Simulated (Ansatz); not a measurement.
The parent structure is GaSb in the zinc blende structure (space group F-43m, No. 216; a = 6.1335 Å).

The values are results of Ansatz (a first-principles code), r2SCAN, PAW, cutoff 500 eV, scalar-relativistic without spin-orbit coupling, earlier PAW set, not measurements.

Before the change:

* **Band gap**: 0.41 eV
* **Shortest interatomic distance**: 2.656 Å

Now apply this change: every Ga is replaced by In, then cell and atoms are relaxed.

Estimate the effect on the band gap and shortest interatomic distance.

The band gap becomes zero (base: 0.41 eV); the shortest interatomic distance increases by 0.184 Å to 2.840 Å.

With Sb present, leaving out spin-orbit coupling can change the band edges. No phonon test of stability was made. All final runs are without spin polarisation. Gaps under 0.05 eV, about the width of the smearing, are given as zero. A zero or small gap of InSb can be the functional's error rather than a property of the material.
